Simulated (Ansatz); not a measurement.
## LiF (P6₃mc, No. 186, 4 atoms in the cell; start mp-1185301; a measured phase of this formula has another space group)

Calculation: LDA in Ansatz (plane waves, PAW).

Numerical settings: plane-wave cutoff 520 eV, 12×12×8 k mesh (along the axes of the cell as run), Fermi–Dirac smearing 0.01 eV, scalar-relativistic PAW data made under PBE.

Cell (relaxed at this level):

```
LiF
1.0
    3.03051     0.00000     0.00000
   -1.51525     2.62450     0.00000
    0.00000     0.00000     4.65678
Li F
2 2
Cartesian
  0.00000   1.74966   1.78841
  1.51525   0.87483   4.11679
  0.00000   1.74966   4.61462
  1.51525   0.87483   2.28623
```

```yaml
band_gap: 7.83 eV (direct)
```

The computed numbers hold no vibrational or temperature effects.

Computing time: roughly 5 core-seconds.

A start named mp-… is a Materials Project structure, which need not be a measured phase.

Ansatz is a program for electronic structure.
